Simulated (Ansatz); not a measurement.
The starting structures come from a database of crystals and need not be the phases stable at ambient conditions.

By PBEsol, the system below comes out a metal.

Without scattering a metal conducts by its projected Fermi surface.

Input:

```yaml
crystal:
  lattice:
    - [4.90198, 0.00000, 0.00000]
    - [-2.45099, 4.24524, 0.00000]
    - [0.00000, 0.00000, 6.71992]
  atoms:
    - { symbol: Nb, position: [0.50000, 0.00000, 0.66667] }
    - { symbol: Nb, position: [0.50000, 0.50000, 0.33333] }
    - { symbol: Nb, position: [0.00000, 0.50000, 0.00000] }
    - { symbol: Si, position: [0.15808, 0.84192, 0.33333] }
    - { symbol: Si, position: [0.31616, 0.15808, 0.00000] }
    - { symbol: Si, position: [0.15808, 0.31616, 0.66667] }
    - { symbol: Si, position: [0.84192, 0.15808, 0.33333] }
    - { symbol: Si, position: [0.68384, 0.84192, 0.00000] }
    - { symbol: Si, position: [0.84192, 0.68384, 0.66667] }
```

Space group of this cell: P6_422. The cell is strained (all lengths scaled by 1.02); by PBEsol its mean pressure is -12.2 GPa.

The current flows along the normal of the first two printed cell vectors, the (001) plane of the conventional cell. No spin-orbit coupling; the value is a mean over 0.1 eV about the Fermi level.

Problem. Predict the ballistic conductance per area from PBEsol (Ansatz, an electronic-structure program).

Solution. 0.34 × 10¹⁵ S/m² for both spins.
